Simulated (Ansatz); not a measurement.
A computed series for SrTiO3: response to strain

The reference is SrTiO3 in the cubic perovskite structure (space group Pm-3m, No. 221).

```xyz
5
Lattice="3.8911 0.0000 0.0000 0.0000 3.8911 0.0000 0.0000 0.0000 3.8911" Properties=species:S:1:pos:R:3 pbc="T T T"
Sr     0.0000     0.0000     0.0000
Ti     1.9456     1.9456     1.9456
O      1.9456     0.0000     1.9456
O      0.0000     1.9456     1.9456
O      1.9456     1.9456     0.0000
```

Cartesian axes are those of the cell as printed.

Strains are applied to the cell and any free atomic positions relax; under biaxial strain the out-of-plane vector relaxes too.

Calculations: Ansatz (an electronic-structure program), PBEsol, PAW, cutoff 420 eV, scalar-relativistic without spin-orbit coupling.

Notes on the quantities. in-plane stress: mean in-plane stress (compression positive).

```csv
case,smallest direct gap,in-plane stress,volume per atom
base,2.19 eV,–,11.78 Å³
"biaxial strain −2.50 %, plane normal [111], relaxed out of plane",2.07 eV,+10.2 GPa,11.40 Å³
"biaxial strain −2.00 %, plane normal [111], relaxed out of plane",2.10 eV,+8.0 GPa,11.47 Å³
"biaxial strain −1.50 %, plane normal [111], relaxed out of plane",2.13 eV,+5.9 GPa,11.55 Å³
"biaxial strain −1.00 %, plane normal [111], relaxed out of plane",[?],[?],[?]
"biaxial strain −0.50 %, plane normal [111], relaxed out of plane",2.18 eV,+1.9 GPa,11.70 Å³
```

Q: Fill in the withheld entries from the trend.

A: 
- biaxial strain −1.00 %, plane normal [111], relaxed out of plane, smallest direct gap: 2.15 eV
- biaxial strain −1.00 %, plane normal [111], relaxed out of plane, in-plane stress: +3.9 GPa
- biaxial strain −1.00 %, plane normal [111], relaxed out of plane, volume per atom: 11.63 Å³

Stability against distortions was not tested. All final runs are without spin polarisation. Many cubic perovskites are stable only at high temperature; tilts and polar distortions were not tested.
